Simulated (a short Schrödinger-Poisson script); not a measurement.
Stack: gated Al0.33Ga0.67N/GaN polarisation-induced gas, at 77 K.

```
layer       material  thickness (nm)  Na (cm⁻³)
-----  -------------  --------------  ---------
1      Al0.33Ga0.67N              20          -
2                GaN            6000       8e15
```

The device is made up for the run: typed textbook-type constants, with dimensions and the other settings drawn at random. Al0.33Ga0.67N: permittivity 9.3, conduction-band edge (eV) 0.462, gap (eV) 4.09, electron mass (mₑ) 0.24, Nv at 300 K (cm⁻³) 4.6e19. GaN: permittivity 9.5, conduction-band edge (eV) 0, gap (eV) 3.43, Nv at 300 K (cm⁻³) 4.6e19.

Channel valleys (confinement mass, in-plane density-of-states mass, number): Γ 0.2, 0.2, 1. At the gate the conduction-band edge of layer 1 lies 1.27 eV − eVg above the Fermi level of the channel; the field vanishes at the back. Sheet of polarisation charge: +1.6e13 e/cm² at 20 nm from the gate. The barrier under the gate holds no holes. Gaps are held at their typed values at every temperature. Mesh 0.08 nm at interfaces.

From a short Schrödinger-Poisson script (our own, NumPy): 1D Poisson equation in equilibrium, electrons quantum, Hartree (BenDaniel-Duke, 40 states a valley, the channel's in-plane mass for all, wave functions free to enter the barrier), parabolic valleys, classical holes, full ionisation, no traps, pinning or gate leakage.

The same stack at other levels of the model or other numerical settings:

```
run                                                                  sheet density of all electrons at Vg = 0.5 V (cm⁻²)  sheet density of all electrons at Vg = -3.5 V (cm⁻²)  capacitance at Vg = 0.5 V (μF/cm²)  centroid of the channel electrons at Vg = 0.5 V (nm)  rough cost against the base
-------------------------------------------------------------------  ---------------------------------------------------  ----------------------------------------------------  ----------------------------------  ----------------------------------------------------  ---------------------------
base                                                                                                             1.36e13                                               3.85e12                               0.397                                                  1.55                      about 1
electrons treated as classical, Boltzmann                                                                        1.45e13                                               4.26e12                               0.409                                                  0.18                         0.02
electrons treated as classical, Fermi-Dirac                                                                      1.36e13                                               3.95e12                               0.388                                                  1.34                         0.08
electrons treated as quantum, Hartree plus LDA exchange-correlation                                              1.37e13                                               3.94e12                               0.398                                                  1.42                            2
mesh six times as coarse                                                                                         1.36e13                                               3.85e12                               0.398                                                  1.49                          0.3
one subband a valley                                                                                             1.35e13                                               3.85e12                               0.395                                                  1.34                          0.3
```

The classical rows ignore confinement, and Boltzmann statistics overrate the density once the band edge passes the Fermi level.
